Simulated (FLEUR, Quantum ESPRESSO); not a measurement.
A Quantum ESPRESSO input for a self-consistent single point of Os (P6_3/mmc, 4 atoms in the cell) (DFT, PBE, plane waves, SSSP 1.1.2 efficiency (PBE) pseudopotentials):

```fortran
&CONTROL
    calculation = 'scf'
    prefix = 'pwscf'
    outdir = './tmp/'
    pseudo_dir = './'
    verbosity = 'high'
    tprnfor = .true.
    tstress = .true.
/
&SYSTEM
    ibrav = 0
    nat = 4
    ntyp = 1
    ecutwfc = 40
    ecutrho = 320
    occupations = 'smearing'
    smearing = 'gaussian'
    degauss = 0.0073499
/
&ELECTRONS
    conv_thr = 1e-10
/
ATOMIC_SPECIES
Os   190.2300  Os_pbe_v1.2.uspp.F.UPF
CELL_PARAMETERS {angstrom}
   2.69949809     0.00000000     0.00000000
  -1.34974905     2.33783392     0.00000000
   0.00000000     0.00000000     8.68565300
ATOMIC_POSITIONS {crystal}
Os    0.00000000    0.00000000    0.00000000
Os    0.00000000    0.00000000    0.50000000
Os    0.33333333    0.66666667    0.25000000
Os    0.66666667    0.33333333    0.75000000
K_POINTS {automatic}
9 9 3  0 0 0
```

**Question.** Translate this input to FLEUR.

**Answer.** One input that does it (others would too):

Input of the input generator:

```
Os
&input film=f /
5.1013120626 -0.0000000391 0.0000000000
-2.5506559974 4.4178658584 0.0000000000
0.0000000000 0.0000000000 16.4135053835
1.0
1.0 1.0 1.0

4
76 0.0000000000 0.0000000000 -0.0000000000
76 0.0000000000 0.0000000000 0.5000000000
76 0.3333333333 0.6666666667 0.2500000000
76 0.6666666667 0.3333333333 0.7500000000

&comp jspins=1 /
&kpt div1=9 div2=9 div3=3 /
&end /
```

```xml
<?xml version="1.0" encoding="UTF-8" standalone="no"?>
<fleurInput fleurInputVersion="0.39">
   <comment>
      Os                                                                                                  
   </comment>
   <calculationSetup>
      <cutoffs Kmax="4.3" Gmax="15.0" GmaxXC="15.0" numbands="0"/>
      <scfLoop itmax="100" minDistance="0.00001" maxIterBroyd="40" imix="Anderson" alpha="0.05" precondParam="0.0" spinf="2.0"/>
      <coreElectrons ctail="T" frcor="F" kcrel="0" coretail_lmax="0"/>
      <xcFunctional name="pbe" relativisticCorrections="F"/>
      <magnetism jspins="1"/>
      <soc l_soc="F" theta="0.0" phi="0.0" spav="F"/>
      <expertModes spex="0" secvar="F"/>
      <geometryOptimization l_f="T" forcealpha="1.0" forcemix="BFGS" epsdisp="0.00001" epsforce="0.00001"/>
      <ldaU l_linMix="F" mixParam="0.05" spinf="1.0"/>
   </calculationSetup>
   <cell>
      <bzIntegration valenceElectrons="56.0" mode="gauss" fermiSmearingEnergy="0.00367493">
         <kPointListSelection listName="default-1"/>
         <!-- k-points included here -->
         <xi:include xmlns:xi="http://www.w3.org/2001/XInclude" href="kpts.xml"> </xi:include>
      </bzIntegration>
      <!-- symmetry operations included here -->
      <xi:include xmlns:xi="http://www.w3.org/2001/XInclude" href="sym.xml"> </xi:include>
      <bulkLattice scale="1.0">
         <bravaisMatrix>
            <row-1>    5.1013120625999999    -0.0000000391000000     0.0000000000000000</row-1>
            <row-2>   -2.5506559973999998     4.4178658583999999     0.0000000000000000</row-2>
            <row-3>    0.0000000000000000     0.0000000000000000    16.4135053834999987</row-3>
         </bravaisMatrix>
      </bulkLattice>
   </cell>
   <atomSpecies>
      <species name="Osmium (Os)" element="Os" atomicNumber="76">
         <mtSphere radius="2.35" gridPoints="829" logIncrement="0.016"/>
         <atomicCutoffs lmax="10" lnonsphr="8"/>
         <electronConfig flipSpins="F">
            <coreConfig>(1s1/2) (2s1/2) (2p1/2) (2p3/2) (3s1/2) (3p1/2) (3p3/2) (4s1/2) (3d3/2) (3d5/2) (4p1/2) (4p3/2) (5s1/2) (4d3/2) (4d5/2) (4f5/2) (4f7/2)</coreConfig>
            <valenceConfig>(5p1/2) (5p3/2) (6s1/2) (5d3/2) (5d5/2)</valenceConfig>
            <stateOccupation state="(5d3/2)" spinUp="1.2" spinDown="1.2"/>
            <stateOccupation state="(5d5/2)" spinUp="1.8" spinDown="1.8"/>
         </electronConfig>
         <energyParameters s="6" p="6" d="5" f="5"/>
         <lo type="SCLO" l="1" n="5" eDeriv="0"/>
      </species>
   </atomSpecies>
   <atomGroups>
      <atomGroup species="Osmium (Os)">
         <relPos label="                   1">.0000000000 .0000000000 .0000000000</relPos>
         <relPos label="                   2">.0000000000 .0000000000 1.000/2.000</relPos>
         <force calculate="T" relaxXYZ="TTT"/>
      </atomGroup>
      <atomGroup species="Osmium (Os)">
         <relPos label="                   3">1.000/3.000 -1.000/3.000 1.000/4.000</relPos>
         <relPos label="                   4">-1.000/3.000 1.000/3.000 -1.000/4.000</relPos>
         <force calculate="T" relaxXYZ="TTT"/>
      </atomGroup>
   </atomGroups>
   <output dos="F" band="F" slice="F">
      <checks vchk="F" cdinf="F"/>
      <bandDOS minEnergy="-.5*Htr" maxEnergy="0.5*Htr" sigma="0.015" storeEVData="T"/>
      <vacuumDOS vacdos="F" integ="F" star="F" nstars="0" locx1="0.0" locy1="0.0" locx2="0.0" locy2="0.0" nstm="0" tworkf="0.0"/>
      <unfoldingBand unfoldBand="F" supercellX="1" supercellY="1" supercellZ="1"/>
      <plotting iplot="0" polar="F">
         <plot TwoD="T" vec1="  1.0  0.0  0.0" vec2="  0.0  1.0  0.0" vec3="  0.0  0.0  1.0" zero="  0.0  0.0  0.0" file="plot"/>
      </plotting>
      <chargeDensitySlicing numkpt="0" minEigenval="0.0" maxEigenval="0.0" nnne="0" pallst="F"/>
      <specialOutput eonly="F"/>
      <magneticCircularDichroism mcd="F" energyLo="-10.0" energyUp="0.0"/>
   </output>
  <!-- We include the file relax.xml here to enable relaxations (see documentation) -->
  <xi:include xmlns:xi="http://www.w3.org/2001/XInclude" href="relax.xml"> <xi:fallback/> </xi:include>
</fleurInput>
```

Basis, cutoffs, solver keys and any potentials are the target program's own. This input uses DFT, PBE, all-electron FLAPW (FLEUR), scalar-relativistic valence.

The starting cell was generated: these elements placed on a structure prototype, without a prior relaxation; it need not be a known phase or ordering of this composition. Its lattice was rescaled by a random factor within 2.5 % of one. For this run, on top of that: lattice scaled by 0.98.
